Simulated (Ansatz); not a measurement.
Sr₂Ta₂O₇ (Cmc2₁, No. 36, 22 atoms in the cell; start mp-13664) was calculated with PBEsol (Ansatz, a first-principles code, PAW).

Run with plane-wave cutoff 520 eV, 10×10×6 k mesh (along the axes of the cell as run), Fermi–Dirac smearing 0.01 eV, scalar-relativistic PAW data made under PBE.

Cell (relaxed with PBEsol):

```
CELL_PARAMETERS angstrom
      1.97332   -13.61789     0.00000
      1.97332    13.61789     0.00000
      0.00000     0.00000     5.67532
ATOMIC_POSITIONS crystal
  Sr 0.44635 0.55365 0.23636
  Sr 0.55365 0.44635 0.73636
  Sr 0.28551 0.71449 0.74964
  Sr 0.71449 0.28551 0.24964
  Ta 0.94526 0.05474 0.73937
  Ta 0.05474 0.94526 0.23937
  Ta 0.84046 0.15954 0.24322
  Ta 0.15954 0.84046 0.74322
  O  0.20784 0.79216 0.50913
  O  0.79216 0.20784 0.00913
  O  0.10122 0.89878 0.48841
  O  0.89878 0.10122 0.98841
  O  0.64913 0.35087 0.73942
  O  0.35087 0.64913 0.23942
  O  0.54674 0.45326 0.23771
  O  0.45326 0.54674 0.73771
  O  0.00213 0.99787 0.49831
  O  0.99787 0.00213 0.99831
  O  0.90279 0.09721 0.47061
  O  0.09721 0.90279 0.97061
  O  0.79481 0.20519 0.48810
  O  0.20519 0.79481 0.98810
```

Question: Predict the band gap.

Answer: 
band gap: 2.96 eV

Spin–orbit coupling is not included.

Static lattice: no zero-point or thermal effects.

The result took roughly 23 core-minutes.

A start named mp-… is a Materials Project structure, which need not be a measured phase.
